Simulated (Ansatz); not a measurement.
Consider the following.

```
CELL_PARAMETERS angstrom
      4.22600     0.00000     0.00000
     -2.11300     3.65982     0.00000
      0.00000     0.00000     6.90823
ATOMIC_POSITIONS crystal
  Cd 0.33333 0.66667 0.00038
  Cd 0.66667 0.33333 0.50038
  Se 0.33333 0.66667 0.37562
  Se 0.66667 0.33333 0.87562
```

No spin polarisation.

Method: Kohn–Sham DFT with the LDA functional, run in Ansatz (a quantum-chemistry and plane-wave program) with PAW and 420 eV plane waves, spin-orbit coupling left out. Settings: 9×9×5 k-points, 0.05 eV Fermi–Dirac smearing.

Q: Estimate the band gap.

A: 0.49 eV.

Q: What width of the top valence band does the calculation give?

A: 1.93 eV.

Q: Estimate the electron mass.

A: 0.049 mₑ (at Γ).

Load acts through the strain it causes; cell and atoms are relaxed under it. Masses are band curvatures over ±0.01 Å⁻¹ around the edge. No phonon test of stability was made. The cell was made from CdSe in the wurtzite structure (space group P6_3mc, No. 186) by this change: pressure 0.9 GPa.
